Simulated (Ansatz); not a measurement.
# The (321) surface of fcc Pt in its 1x1 cell, outermost plane spacing 0.53 Å in the ideal cut

Method: PBE (plane waves to 420 eV, PAW; Ansatz, a quantum-chemistry and plane-wave program).

Set-up: 20 atoms, 10.1 Å thick at the start (thin: gaps and levels are the slab's own); mesh 8x6x1; 0.1 eV smearing; dipole correction on; all atoms relaxed; held to the start's symmetry, so lower structures may exist; no spin, no spin-orbit, no U.

The surface energy (mean of both faces) is 1.80 J/m², the surface energy before relaxation comes out as 1.96 J/m² and the work function of the top face comes out as 5.38 eV. The energy released by relaxation comes out as 0.59 eV. The cost is about 21 core-minutes (a rough figure).
